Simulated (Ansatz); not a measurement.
AlAs (F-43m), HSE06, rigid bands in Ansatz (a first-principles code): N_c = 1.66e19 cm⁻³ at 300 K and an electron conductivity mass of 0.320 mₑ.

Task: For 1e16 electrons per cm³ at 300 K, place the Fermi level, estimate the Seebeck coefficient of a parabolic band with constant τ, and give mobility and conductivity for τ = 10 fs.

Result: The level lies k_BT ln(N_c/n) = 0.192 eV below the conduction-band minimum. S ≈ −(k_B/e)[ln(N_c/n) + 5/2] = -854 μV/K, against -851 μV/K from the full bands (mean over directions). μ = eτ/m = 55.0 cm²/(V·s) and σ = neμ = 0.0881 S/cm. τ is assumed, not computed.

Band transport and this doping are assumed; polarons and phonon drag are left out. Spin-orbit coupling is left out. Geometry: cell and atoms relaxed with PBEsol.
